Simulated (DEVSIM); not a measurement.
Structure: abrupt Si p-n junction, at 450 K.

Layer 1 from the left is Si, thickness (μm) 0.150, Na (cm⁻³) 1.3e18, τn (s) 6.8e-6, τp (s) 6.8e-6. Layer 2 from the left is Si, thickness (μm) 3.30, Nd (cm⁻³) 2e14, τn (s) 6.8e-6, τp (s) 6.8e-6.

Left contact: ohmic. Right contact: ohmic. Voltage is applied to the left contact. Recombination: SRH at mid-gap, Auger. Mobility is μmin + (μ − μmin)/(1 + (N/Nref)^α).

Constants are typed, rounded textbook-type inputs, not results; the design itself was drawn at random and stands for no fabricated device. Values at 300 K; Nc and Nv go as T^1.5, mobilities as T to minus their exponent, the gap by Varshni's rule with the affinity fixed.

Si: gap (eV) 1.124, affinity (eV) 4.05, permittivity 11.7, Nc (cm⁻³) 2.86e19, Nv (cm⁻³) 3.1e19, μn (cm²/Vs) 1417, μp (cm²/Vs) 470, μn,min 52, μp,min 45, Nref,n 9.7e16, Nref,p 2.2e17, αn 0.68, αp 0.72, T exponent of μn 2.3, T exponent of μp 2.2, Cn (cm⁶/s) 2.8e-31, Cp (cm⁶/s) 9.9e-32, Varshni α (eV/K) 0.000473, Varshni β (K) 636.

Model (solved in DEVSIM): 1D drift-diffusion, Boltzmann statistics, complete ionisation; no tunnelling, impact ionisation, image-force lowering or self-heating.

**Question.** What does the simulation give for the dark forward voltage at 1 A/cm², the largest field in the device at zero bias?

**Answer.** dark forward voltage at 1 A/cm² 0.136 V; largest field in the device at zero bias 76000 V/cm.
